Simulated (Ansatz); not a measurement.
**GaN: response to strain**

Start from GaN in the zinc blende structure (space group F-43m, No. 216).

```
CELL_PARAMETERS angstrom
      0.00000     2.24904     2.24904
      2.24904     0.00000     2.24904
      2.24904     2.24904     0.00000
ATOMIC_POSITIONS crystal
  Ga 0.00000 0.00000 0.00000
  N  0.25000 0.25000 0.25000
```

Cartesian axes are those of the cell as printed.

Strains are applied to the cell and any free atomic positions relax; under biaxial strain the out-of-plane vector relaxes too.

Computed with DFT with PBEsol, PAW potentials and a 420 eV plane-wave cutoff in Ansatz (a first-principles code), without spin-orbit coupling.

Notes on the quantities. energy relative to the base: free energy F; in-plane stress: mean in-plane stress (compression positive).

```tsv
variant	energy relative to the base	in-plane stress	electron mass	volume per atom
base	0 meV/atom	–	0.15 mₑ (at Γ)	11.38 Å³
biaxial strain −2.50 %, plane normal [111], relaxed out of plane	+20 meV/atom	+12.0 GPa	0.16 mₑ along k, 0.18 mₑ across (at Γ)	10.94 Å³
biaxial strain −2.08 %, plane normal [111], relaxed out of plane	+14 meV/atom	+9.8 GPa	0.16 mₑ out of plane, 0.17 mₑ in plane (at Γ)	11.01 Å³
biaxial strain −1.25 %, plane normal [111], relaxed out of plane	+5.0 meV/atom	+5.7 GPa	0.16 mₑ out of plane, 0.17 mₑ in plane (at Γ)	11.16 Å³
biaxial strain −0.83 %, plane normal [111], relaxed out of plane	+2.2 meV/atom	+3.8 GPa	0.16 mₑ (at Γ)	11.23 Å³
biaxial strain +0.42 %, plane normal [111], relaxed out of plane	+0.6 meV/atom	-1.8 GPa	0.15 mₑ (at Γ)	11.45 Å³
biaxial strain +1.25 %, plane normal [111], relaxed out of plane	+4.7 meV/atom	-5.2 GPa	0.14 mₑ (at Γ)	11.60 Å³
biaxial strain +1.67 %, plane normal [111], relaxed out of plane	+8.4 meV/atom	-6.9 GPa	–	11.67 Å³
biaxial strain +2.08 %, plane normal [111], relaxed out of plane	+13 meV/atom	-8.4 GPa	0.14 mₑ out of plane, 0.13 mₑ in plane (at Γ)	11.75 Å³
biaxial strain +2.50 %, plane normal [111], relaxed out of plane	+18 meV/atom	-10.0 GPa	0.14 mₑ out of plane, 0.13 mₑ in plane (at Γ)	11.82 Å³
```

The levels and masses belong to the bands next to the band gap. Masses are band curvatures over ±0.01 Å⁻¹ around the edge. Along k means along the line from Γ to the band edge. Stability against distortions was not tested. This is not the structure that GaN has at room temperature and ambient pressure.
